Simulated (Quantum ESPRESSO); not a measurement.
A user runs Quantum ESPRESSO on Rh₃Pb₂Se₂ (R-3m, 7 atoms in the cell) and asks whether the run is sound. The aim is a self-consistent single point with DFT, PBEsol, plane waves, GBRV 1.5 ultrasoft (PBESOL) pseudopotentials.

Cell that was meant: a = 5.8907 Å, b = 5.8907 Å, c = 5.8907 Å, α = 58.35°, β = 58.35°, γ = 58.35°.

Part of the input:

```fortran
  cosAB = 0.524785612680
  nat = 7
  ntyp = 3
  ecutwfc = 12
  ecutrho = 96
  occupations = 'smearing'
  smearing = 'fermi-dirac'
  degauss = 0.0073499
```

Output, abridged:

```
     G-vector sticks info
     --------------------
     sticks:   dense  smooth     PW     G-vecs:    dense   smooth      PW
   [... lines left out ...]
        k(    2) = (  -0.2051494  -0.1184430   0.0806562), wk =   0.0960000
        k(    3) = (  -0.4102988  -0.2368861   0.1613124), wk =   0.0960000
   [... 16 lines left out ...]

     Dense  grid:    14891 G-vectors     FFT dimensions: (  36,  36,  36)

     Smooth grid:     5253 G-vectors     FFT dimensions: (  25,  25,  25)

     Initial potential from superposition of free atoms

     starting charge      83.4954, renormalised to      85.0000

     negative rho (up, down):  1.528E-01 0.000E+00
     Self-consistent Calculation

     iteration #  1     ecut=    12.00 Ry     beta= 0.70

     negative rho (up, down):  2.128E-01 0.000E+00

     total energy              =    -876.30912708 Ry
     estimated scf accuracy    <      34.78543904 Ry

     iteration #  2     ecut=    12.00 Ry     beta= 0.70

     negative rho (up, down):  1.738E-01 0.000E+00

     total energy              =    -883.93684223 Ry
     estimated scf accuracy    <      50.24634193 Ry

     iteration #  3     ecut=    12.00 Ry     beta= 0.70

     negative rho (up, down):  1.751E-01 0.000E+00

     total energy              =    -891.19780912 Ry
     estimated scf accuracy    <       0.92962159 Ry

   [... 6 blocks of this kind left out ...]

     iteration # 10     ecut=    12.00 Ry     beta= 0.70

     negative rho (up, down):  1.797E-01 0.000E+00

     total energy              =    -891.37978888 Ry
     estimated scf accuracy    <       0.00000002 Ry

     iteration # 11     ecut=    12.00 Ry     beta= 0.70

     negative rho (up, down):  1.797E-01 0.000E+00
     End of self-consistent calculation

     the Fermi energy is    14.3553 ev

!    total energy              =    -891.37978889 Ry
     estimated scf accuracy    <          4.5E-10 Ry
     smearing contrib. (-TS)   =      -0.01217505 Ry
     internal energy E=F+TS    =    -891.36761384 Ry

     convergence has been achieved in  11 iterations

     negative rho (up, down):  1.797E-01 0.000E+00

     Forces acting on atoms (cartesian axes, Ry/au):

     atom    1 type  1   force =    -0.00000000   -0.00000000   -0.00000000
     atom    2 type  1   force =    -0.00000000   -0.00000000    0.00000000
     atom    3 type  1   force =    -0.00000000    0.00000000   -0.00000000
     atom    4 type  2   force =     0.00000000    0.00000000    0.00000000
   [... lines left out ...]
     Total force =     0.036430     Total SCF correction =     0.000014
   [... lines left out ...]

     negative rho (up, down):  1.797E-01 0.000E+00
          total   stress  (Ry/bohr**3)                   (kbar)     P=   -10922.95
  -0.07445181  -0.00000000   0.00000000       -10952.24       -0.00        0.00
   0.00000000  -0.07445181  -0.00000000            0.00   -10952.24       -0.00
   0.00000000  -0.00000000  -0.07385458            0.00       -0.00   -10864.38

   JOB DONE.
```

Problem. Is anything amiss in this input, and did it matter?

Solution. The run is not sound. The fault is a basis or grid far too coarse for these potentials. Far below the cutoff that the potentials were made for, the basis cannot represent the orbitals near the nuclei, and energies, forces and above all the stress go wrong. To fix it, restore the cutoff that the potentials need and check convergence. The run converged in 11 iterations without an error; against the sound input the free energy goes up by 71.2 eV/atom, the pressure goes from -2.42 to -1092 GPa and the largest force goes from 0.129 to 0.662 eV/Å.

The sound input it was made from differs as follows (other fixes are possible):
```diff
-  ecutwfc = 12
-  ecutrho = 96
+  ecutwfc = 40
+  ecutrho = 320
```

With that input, the run converged in 10 iterations: free energy E − TS -12626.5395 eV; Fermi level (on the code's own zero) 13.48 eV; pressure -2.42 GPa; largest force (vector length) 0.129 eV/Å (DFT, PBEsol, plane waves, GBRV 1.5 ultrasoft (PBESOL) pseudopotentials).

On the sound input: the starting cell comes from a database of computed structures (which also holds hypothetical and non-ambient phases and stackings), without a prior relaxation at this level. Its lattice was rescaled by a random factor within 2.5 % of one. Spin polarisation is off; with an odd number of electrons in the cell that forces a metal, and a magnetic state may lie lower.
